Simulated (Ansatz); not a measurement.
# BN in the wurtzite structure (space group P6_3mc, No. 186)

```cif
data_B2N2
_chemical_formula_sum 'B2 N2'
_space_group_name_H-M_alt 'P63mc'
_space_group_IT_number 186
_space_group_name_Hall 'P 6c -2c'
_cell_length_a 2.54397
_cell_length_b 2.54397
_cell_length_c 4.20774
_cell_angle_alpha 90.000
_cell_angle_beta 90.000
_cell_angle_gamma 120.000
loop_
_atom_site_label
_atom_site_type_symbol
_atom_site_symmetry_multiplicity
_atom_site_Wyckoff_symbol
_atom_site_fract_x
_atom_site_fract_y
_atom_site_fract_z
_atom_site_occupancy
B1 B 2 b 0.33333 0.66667 0.49990 1
N1 N 2 b 0.33333 0.66667 0.12530 1
```

Calculations: r2SCAN, PAW, 500 eV (Ansatz, a program for electronic structure; no spin-orbit coupling). k-mesh 15×15×8 (Γ-centred); smearing 0.05 eV (Fermi–Dirac).

```yaml
volume_per_atom: 5.90 Å³
density: 3.49 g/cm³
band_gap: 5.75 eV, indirect, Γ → K
electron_mass: 0.30 mₑ along c, 0.50 mₑ across
total_energy: -271.984 eV/atom (σ→0; compares only within this code and set-up)
```

Effective masses come from finite differences of ±0.01 Å⁻¹. No phonon test of stability was made.
